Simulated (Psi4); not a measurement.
Psi4 1.11, TPSS/def2-svp: COB(OC)[OH+]C, charge +1, multiplicity 1, 17 atoms. The geometry is a generated start, not checked to be a minimum at this level.

| Quantity | Result |
|---|---|
| task | energy |
| method | tpss |
| basis | def2-svp |
| memory | 3 GB |
| maxiter | 100 |
| keys of the molecule block | symmetry c1 |
| scf_type | df (default) |
| guess | auto, which took SAD (default) |
| scf_initial_accelerator | adiis (default) |
| e_convergence | 1e-06 (default) |
| d_convergence | 1e-06 (default) |
| dft_radial_points | 75 (default) |
| dft_spherical_points | 302 (default) |
| basis functions | 148 |
| grid points | 361938 |

```xyz
17

C      0.0917     2.5201    -0.4099
O     -0.6067     1.2998    -0.1895
B     -0.1886     0.0663    -0.0512
O     -0.8769    -1.0312     0.1551
C     -2.3001    -1.1525     0.2299
O      1.2987    -0.2198    -0.1663
C      1.8735    -1.4963     0.2004
H      0.7377     2.4493    -1.2866
H      0.6749     2.7895     0.4726
H     -0.6639     3.2853    -0.5821
H     -2.7351    -0.2930     0.7390
H     -2.5068    -2.0686     0.7814
H     -2.7077    -1.2250    -0.7791
H      1.8973     0.5137     0.0456
H      2.7603    -1.6626    -0.4114
H      2.1272    -1.5165     1.2615
H      1.1246    -2.2585    -0.0094
```

Charge 1 and multiplicity 1 are set for this test and not shown to be the ground state.

One run each on 2 threads. Values of diis_max_vecs tried: 3, 6, 10 (default), 20.

Question: Which value of diis_max_vecs needs the fewest SCF iterations, and what happens away from it?

Answer: Fewest SCF iterations, within one of each other: 6 with 10, 10 (default) with 10, 20 with 10. The count rises to 17 at 3. All converge to one solution.

```tsv
diis_max_vecs	SCF iterations	end
3	17	same solution
6	10	same solution
10 (default)	10	same solution
20	10	same solution
```
